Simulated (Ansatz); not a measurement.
The starting structures come from a database of crystals and need not be the phases stable at ambient conditions.

 Where the default PAW files enter, the runs use the earlier of Ansatz's two default sets.

Evanescent states of Sr₂ZnWO₆ (I4/m, not sure to be the ambient phase, 10 atoms a cell, 13.1 Å³ an atom, -8 GPa at this level) along the normal of (110)

These are r2SCAN (plane waves, PAW; Ansatz, a quantum-chemistry and plane-wave program) values and carry that method's errors.

No gap correction and no spin-orbit coupling; mid-gap values are interpolated between computed energies.

Energies count from the valence-band top; κ is the least over a 6×6 mesh across the current.

```
E (eV)  κ (1/Å)  where
------  -------  -----
0.08      0.091  off Γ
0.24      0.154  off Γ
0.40      0.195  off Γ
0.56      0.227  off Γ
0.72      0.253  off Γ
0.88      0.275  off Γ
1.04      0.295  off Γ
1.20      0.312  off Γ
1.36      0.327  off Γ
1.52      0.340  off Γ
1.68      0.351  off Γ
1.84      0.360  off Γ
2.00      0.367  off Γ
2.16      0.372  off Γ
2.32      0.374  off Γ
2.48      0.373  off Γ
2.64      0.367  off Γ
2.80      0.357  off Γ
2.96      0.339  off Γ
3.12      0.285  off Γ
3.28      0.124  off Γ
```

How thick must the barrier be to attenuate the transmission by 10^4 when the electrodes' Fermi level lies at 0.56 eV, and what attenuation does that film give at 3.12 eV?

d = 4 ln 10 / (2 × 0.227) = 20.3 Å. At 3.12 eV it gives 4 × 0.285/0.227 = 5.0 decades.
